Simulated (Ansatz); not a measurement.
Input:

End structure of a constructed model of the (110) surface of bcc Mo, a pseudomorphic layer of Ti in the host's stacking (bottom of the slab: a bare face, its two planes held):

```xyz
7
Lattice="2.7373 0.0000 0.0000 -0.9124 2.5808 0.0000 0.0000 0.0000 30.5000" Properties=species:S:1:pos:R:3 pbc="T T T"
Mo     0.9124     1.2904     8.2368
Mo     0.0000     0.0000    10.4718
Mo     0.9124     1.2904    12.7056
Mo     0.0000     0.0000    14.9467
Mo     0.9124     1.2904    17.1796
Mo     0.0000     0.0000    19.3974
Ti     0.9124     1.2904    21.5605
```

Model: 7-atom slab, 14.0 Å thick at the start with caps and adatoms, 14x14x1 mesh, Fermi-Dirac 0.1 eV, dipole correction, single point; on the structure that PBE left under its start's symmetry; no spin, no spin-orbit, no U. It is one candidate, not shown to be the stable structure of the face.

Question: Estimate the work function of the top face that r2SCAN, at the PBE geometry run with Ansatz (a first-principles code) returns for this input.

Answer: 4.55 eV
